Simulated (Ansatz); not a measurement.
An Ansatz (a first-principles code) input (PBEsol-D3(BJ) (Ansatz, PAW, without spin-orbit coupling)):

Ansatz 0.2 input:
```yaml
crystal:
  lattice:
    - [2.2230776893, 1.291082489, 3.7472527542]
    - [-2.249363246, 1.291082489, 3.7629062975]
    - [-0.0131427783, -2.5821649779, 3.7550795259]
  atoms:
    - { symbol: Bi, position: [0.2401379276, 0.2401379276, 0.2401379276] }
    - { symbol: Bi, position: [0.7598620724, 0.7598620724, 0.7598620724] }
basis: { ecutwfc: 420, ecutrho_ratio: 4, xc_grid: 2, fft_grid_basis: typed }
kpoints: { mp_grid: { grid: [16, 16, 16] } }
hamiltonian:
  xc: pbesol
  dispersion: d3bj
  pseudopotentials: { kind: paw }
scf: { occupations: { method: fermi_dirac, width: 0.1 }, convergence: { dr2_threshold: 0.0000000002 } }
relax: { f_tol: 0.005, max_steps: 50 }
output: { forces: true, stress: true }
checkpoint: { write: state.ck, write_every: 1000 }
```

**Question.** Which symmetry and how many k-points will the program report, and about how many plane waves at Γ?

**Answer.** Space group P-1 (ITA 2) with 2 operations, k-points 2052 of 4096, and 1269 plane waves at Γ.

The cells carry an imposed strain or load. Whether these cells are dynamically stable was not tested. The cell was made from Bi in the A7 type structure (space group R-3m, No. 166) by this change: tensor shear ε_xz = −0.35 %.
